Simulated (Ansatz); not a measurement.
Consider Cs2AgBiBr6 (space group Fm-3m, No. 225; a = 11.187 Å). Axes: x, y, z lie along the cube axes.

Calculations: Kohn–Sham DFT with the PBEsol functional, run in Ansatz (an electronic-structure program) with PAW and 420 eV plane waves, spin-orbit coupling left out.

Base values:

| Item | Result |
|---|---|
| Band gap | 1.10 eV |
| Volume per atom | 35.00 Å³ |
| Pressure | 0.00 GPa |

One thing is altered: biaxial strain +0.75 %, plane normal [001], relaxed out of plane (Cartesian); in-plane vectors clamped, the third vector and the atoms free.

Q: What does the calculation give for the band gap after the change?

A: The band gap shrinks by 0.044 eV to 1.05 eV.

Q: What does the calculation give for the energy relative to the base after the change?

A: The energy increases by 0.6 meV/atom.

Q: What does the calculation give for the volume per atom after the change?

A: The volume per atom goes up by 0.33 Å³ to 35.33 Å³.

Q: Estimate the effect on the pressure.

A: The pressure (mean of the normal stresses, compression positive) goes from zero to -0.23 GPa.

With Bi present, leaving out spin-orbit coupling can change the band edges. Gaps are read on the SCF mesh and a high-symmetry path. Whether these cells are dynamically stable was not tested.
